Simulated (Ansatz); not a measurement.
**AlN: response to strain**

Consider AlN in the zinc blende structure (space group F-43m, No. 216).

```
CELL_PARAMETERS angstrom
      0.00000     2.18488     2.18488
      2.18488     0.00000     2.18488
      2.18488     2.18488     0.00000
ATOMIC_POSITIONS crystal
  Al 0.00000 0.00000 0.00000
  N  0.25000 0.25000 0.25000
```

Cartesian axes are those of the cell as printed.

Strains are applied to the cell and any free atomic positions relax.

All numbers come from Ansatz (a program for electronic structure) r2SCAN, spin-orbit coupling left out.

Notes on the quantities. pressure: mean of the normal stresses, compression positive.

```csv
change,pressure,volume per atom,hole mass
base,0.01 GPa,10.43 Å³,–
uniaxial strain ε_zz = −3.00 %,6.71 GPa,10.12 Å³,"0.34 mₑ along z, 1.4 mₑ across (at Γ)"
uniaxial strain ε_zz = −2.50 %,5.54 GPa,10.17 Å³,"0.34 mₑ along z, 1.4 mₑ across (at Γ)"
uniaxial strain ε_zz = −2.00 %,4.39 GPa,10.22 Å³,"0.34 mₑ along z, 1.4 mₑ across (at Γ)"
uniaxial strain ε_zz = −1.50 %,3.26 GPa,10.27 Å³,"0.34 mₑ along z, 1.4 mₑ across (at Γ)"
uniaxial strain ε_zz = −1.00 %,2.15 GPa,10.33 Å³,"0.33 mₑ along z, 1.4 mₑ across (at Γ)"
uniaxial strain ε_zz = −0.50 %,(withheld),10.38 Å³,"0.33 mₑ along z, 1.4 mₑ across (at Γ)"
```

Task: Complete the table.

Result: 
- uniaxial strain ε_zz = −0.50 %, pressure: 1.07 GPa

The levels and masses belong to the bands next to the band gap. Masses are band curvatures over ±0.01 Å⁻¹ around the edge. No phonon test of stability was made. This is not the structure that AlN has at room temperature and ambient pressure.
